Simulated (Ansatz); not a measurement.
The parent structure is ZnS in the wurtzite structure (space group P6_3mc, No. 186; a = 3.8451 Å, c = 6.3057 Å).

It is then changed as follows: every lattice vector is stretched by 5.88 %, atoms relaxed at fixed cell.

Level of theory: Ansatz (a program for electronic structure), PBE, PAW, cutoff 420 eV, no SOC, earlier PAW set.

Base, band edges from the VBM (valence, conduction): K -2.00, 4.35; H -1.29, 4.45; M -0.85, 3.68; L -1.54, 3.53; A -0.45, 3.47; Γ 0.00, 2.07 eV.

Question: Give the band edges at the high-symmetry points of the new zone, measured from its valence-band maximum.

Answer: 
```csv
point,valence edge (eV),conduction edge (eV)
Γ,0.00,1.36
M,-0.64,3.66
K,-1.52,4.79
A,-0.33,2.91
L,-1.16,3.38
H,-0.95,4.11
```

The gap is 1.36 eV, direct at Γ.

The cells carry an imposed strain or load. Whether these cells are dynamically stable was not tested.
